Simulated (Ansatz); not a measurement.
## HfO2 (model structure, started from the CdI2 type, P-3m1, No. 164, 3 atoms in the cell): lattice parameter a by level of theory

No measured value is used here.

| level (code) | value (Å) |
|---|---|
| LDA (Ansatz) | 3.197 |
| PBE (Ansatz) | ? |
| PBEsol (Ansatz) | 3.219 |
| PBE-D3(BJ) (Ansatz) | ? |
| r²SCAN (Ansatz) | 3.233 |
| r²SCAN+rVV10 (Ansatz) | 3.227 |

Task: Complete the blanks.

Result: 
- PBE (Ansatz, an electronic-structure program), value (Å): 3.252
- PBE-D3(BJ) (Ansatz), value (Å): 3.240

Density-functional levels without +SOC have no spin–orbit coupling. Cutoffs differ between the levels. Ansatz's density-functional and Hartree–Fock values are scalar-relativistic unless marked +SOC, with PAW data made under PBE.

A model structure was made by putting elements into a prototype or built by hand; it is no filed structure, need not be a known phase, and can be a saddle point held by its symmetry.
